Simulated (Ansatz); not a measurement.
**A computed series for GaN: response to strain**

The reference is GaN in the zinc blende structure (space group F-43m, No. 216; a = 4.455 Å).

Strains are applied to the cell and any free atomic positions relax.

Level of theory: Ansatz (an electronic-structure program), LDA, PAW, cutoff 420 eV, no spin-orbit coupling.

| isotropic strain (%) | band gap (eV) |
|---|---|
| -3 | 2.55 |
| -2.5 | 2.45 |
| -2 | 2.35 |
| -1.5 | 2.25 |
| -1 | 2.15 |
| -0.5 | ? |
| 0 | 1.96 |
| 2 | 1.57 |
| 3 | 1.38 |

Q: Fit E_g = E₀ + Dε (ε in %) to the rows shown and predict the withheld row.

A: Least squares on the printed values gives E₀ = 1.96 eV, D = -195 meV per % of strain (largest residual 0.01 eV); this predicts 2.06 eV, and the run gives 2.05 eV, in agreement.

Whether these cells are dynamically stable was not tested. This is not the structure that GaN has at room temperature and ambient pressure.
